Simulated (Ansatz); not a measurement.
Data:

```
CELL_PARAMETERS angstrom
      0.00000     0.00000    -3.23720
     -2.88265    -2.88265    -1.61860
     -2.88265     2.88265    -1.61860
ATOMIC_POSITIONS crystal
  Sn 0.25000 0.50000 0.50000
  Sn 0.00000 0.00000 0.00000
```

No spin polarisation.

Computed with r2SCAN in Ansatz (plane waves to 500 eV, PAW, no spin-orbit coupling). Settings: 21×21×21 k-points, 0.1 eV Fermi–Dirac smearing.

Task: Predict the band gap, in-plane stress and space group.

Result: 
- Band gap: zero
- Mean in-plane stress (compression positive): +2.3 GPa
- Space group: I4_1/amd (No. 141)

A biaxial case was relaxed in a doubled cell and then solved in the primitive one. The cells carry an imposed strain or load. Whether these cells are dynamically stable was not tested. The cell was made from Sn (space group I4_1/amd, No. 141) by this change: biaxial strain −2.06 %, plane normal [001], relaxed out of plane.

Ansatz is a program for electronic structure.
